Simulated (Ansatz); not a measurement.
Base system: Ti in the hcp (Mg type) structure (space group P6_3/mmc, No. 194; relaxed with 0.1 eV smearing).

```
CELL_PARAMETERS angstrom
      2.93639     0.00000     0.00000
     -1.46820     2.54299     0.00000
      0.00000     0.00000     4.64022
ATOMIC_POSITIONS crystal
  Ti 0.33333 0.66667 0.75000
  Ti 0.66667 0.33333 0.25000
```

Cartesian axes are those of the cell as printed.

Level of theory: r2SCAN in Ansatz (plane waves to 500 eV, PAW, no SOC).

For the base:

| Quantity | Result |
|---|---|
| Pressure | 0.0 GPa |

Now apply this change: strain tensor (xx, yy, zz, yz, xz, xy) = (−0.68, −0.51, +2.11, −0.57, −0.20, −1.15) %; the atoms relax in the strained cell.

### Question
What happens to the pressure, largest internal atomic displacement and energy relative to the base?

### Answer
The pressure (mean of the normal stresses, compression positive) goes from zero to -1.0 GPa; the largest internal atomic displacement comes out as 0.023 Å; the energy rises by 5.3 meV/atom.

Stability against distortions was not tested. The final runs are not spin-polarised.

Ansatz is an electronic-structure program.
